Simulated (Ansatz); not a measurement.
The starting structures come from a database of crystals and need not be the phases stable at ambient conditions.

 Where the default PAW files enter, the runs use the earlier of Ansatz's two default sets.

Tunnelling through a barrier is set by its complex band structure: the current falls as exp(−2κd) with the smallest κ.

Input:

```xyz
9
Lattice="5.3914 0.0000 0.0000 0.0000 5.3914 0.0000 2.6957 -2.6957 3.8123" Properties=species:S:1:pos:R:3 pbc="T T T"
Sr     2.6957     0.0000     1.9061
Sr     5.3914     2.6957     1.9061
H      2.6957     2.6957     2.0880
H      5.3914     0.0000     1.7243
H      6.8678     1.4764     3.8123
H      1.2193     1.2193     0.0000
H      1.2193     4.1721     0.0000
H      6.8678    -1.4764     3.8123
Os     0.0000     0.0000     0.0000
```

Space group of this cell: Fm-3m. The cell is taken as given.

Transport runs along the normal of the first two printed cell vectors, the (001) plane of the conventional cell.

The gap is the functional's own, uncorrected, and κ follows it; spin-orbit coupling is left out. Mid-gap values are interpolated between the computed energies.

Q: State the band gap and the smallest decay constant κ at mid-gap according to Ansatz (a quantum-chemistry and plane-wave program) with r2SCAN.

A: Gap 2.78 eV on a 8×8×8 mesh; κ = 0.431 1/Å, at the zone centre.
